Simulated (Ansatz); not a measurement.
```yaml
crystal:
  lattice:
    - [5.01811, 0.00007, -0.03941]
    - [0.00000, 3.13025, 0.03089]
    - [0.19857, 1.31732, 25.09649]
  atoms:
    - { symbol: Al, position: [0.46102, 0.50761, 0.07579] }
    - { symbol: Al, position: [0.94814, 0.02757, 0.03590] }
    - { symbol: N, position: [0.83955, 0.50823, 0.07456] }
    - { symbol: N, position: [0.33676, 0.02486, 0.04128] }
    - { symbol: Al, position: [0.46217, 0.95382, 0.18340] }
    - { symbol: Al, position: [0.96234, 0.47221, 0.14661] }
    - { symbol: N, position: [0.84364, 0.95413, 0.18275] }
    - { symbol: N, position: [0.34327, 0.47170, 0.14761] }
    - { symbol: Al, position: [0.46211, 0.39983, 0.29140] }
    - { symbol: Al, position: [0.96212, 0.91808, 0.25489] }
    - { symbol: N, position: [0.84362, 0.40008, 0.29089] }
    - { symbol: N, position: [0.34364, 0.91782, 0.25540] }
    - { symbol: Al, position: [0.46225, 0.84570, 0.39967] }
    - { symbol: Al, position: [0.96210, 0.36410, 0.36289] }
    - { symbol: N, position: [0.84318, 0.84620, 0.39867] }
    - { symbol: N, position: [0.34357, 0.36377, 0.36353] }
    - { symbol: Al, position: [0.44800, 0.29035, 0.51039] }
    - { symbol: Al, position: [0.96090, 0.81030, 0.47049] }
    - { symbol: N, position: [0.83662, 0.29304, 0.50501] }
    - { symbol: N, position: [0.33943, 0.80967, 0.47172] }
    - { symbol: Hf, position: [0.38875, 0.73271, 0.62562] }
    - { symbol: Hf, position: [0.88806, 0.25208, 0.58688] }
    - { symbol: Hf, position: [0.39106, 0.17744, 0.73617] }
    - { symbol: Hf, position: [0.89110, 0.69613, 0.69878] }
    - { symbol: Hf, position: [0.39114, 0.62178, 0.84750] }
    - { symbol: Hf, position: [0.89110, 0.14047, 0.81011] }
    - { symbol: Hf, position: [0.38818, 0.06581, 0.95941] }
    - { symbol: Hf, position: [0.88885, 0.58519, 0.92066] }
```

The first 20 atoms are the substrate (AlN-wz), the rest the film (Hf).

Level of theory: PBE (plane waves to 420 eV, PAW; Ansatz, a program for electronic structure). Spin–orbit coupling is left out; the runs are not spin-polarised; PBE gaps are too small against experiment. Its k-point mesh 6×10×1, Fermi–Dirac width 0.05 eV.

Problem. Describe the bonding at the interfaces and give the barriers.

Solution. A periodic stack without vacuum, hcp Hf (1 0 0) on wurtzite AlN (1 0 0) (film strained to the substrate, started from cuts of the bulks and a machine-learned relaxation; slabs Al10N10 and Hf8, which can lie off the formulas): substrate slab Al10N10, film Hf8, surface cells [[0, 1], [-1, 0]] and [[0, 1], [-1, 0]], film strained by -2.3 and -1.0 %, outermost planes AlN/AlN and Hf/Hf as cut, which need not be the usual terminations and can put a slab off its formula.
* **interface area**: 15.7 Å²
* **period**: 25.08 Å
* **heights between the nearest atoms of the two slabs at the two interfaces**: 1.92 and 1.92 Å
* **Al–Hf contacts across the interfaces within 1.22 times the sum of covalent radii**: 12, mean 3.27 Å
* **Hf–N contacts across the interfaces within 1.22 times the sum of covalent radii**: 2, mean 2.07 Å
* **hole barrier (PBE)**: 2.10 eV
* **electron barrier (PBE)**: 1.94 eV
